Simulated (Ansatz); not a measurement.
B interstitial in zinc-blende BN (start: void with 4N nearest; 64-site cell, 2×2×2 shifted sampling). Computed with PBE, PAW (plane waves to 420 eV; Ansatz, a program for electronic structure). Total energies of the localised charge states, counted from that of charge +3, and their image corrections (point charge with alignment); the host's valence-band maximum lies at 11.049 eV on the cells' energy zero and its gap is 4.46 eV.

```tsv
charge	moment (μB)	E − E(first) (eV)	correction (eV)
+3	not spin-polarised	0.000	3.753
+2	1.0	14.984	1.833
+1	not spin-polarised	27.976	0.571
0	1.0	43.146	0.000
```

**Question.** Derive the transition levels above the valence-band maximum and say which of them are thermodynamic.

**Answer.** A level is the Fermi energy at which two charges have equal formation energy: ε(q/q′) = [E(q′) + corr(q′) − E(q) − corr(q)] / (q − q′) − E_VBM.
ε(+3/+2) = [(14.984 + 1.833) − (0.000 + 3.753)] / 1 − 11.049 = 2.02 eV
ε(+2/+1) = [(27.976 + 0.571) − (14.984 + 1.833)] / 1 − 11.049 = 0.68 eV
ε(+1/0) = [(43.146 + 0.000) − (27.976 + 0.571)] / 1 − 11.049 = 3.55 eV
Charge +2 lies above the lower envelope where its neighbours cross, so the level that counts is ε(+3/+1) = [(27.976 + 0.571) − (0.000 + 3.753)] / 2 − 11.049 = 1.35 eV.
Thermodynamic levels at least 0.1 eV inside the gap: (+3/+1) at 1.35 eV; (+1/0) at 3.55 eV. Corrections reach 3.75 eV, so the outer levels may be off by several tenths of an eV. Only the charges listed were compared. The geometries come from one start. Flagged in the runs: a doubtful potential alignment, a strain field that reaches the edge of the cell.
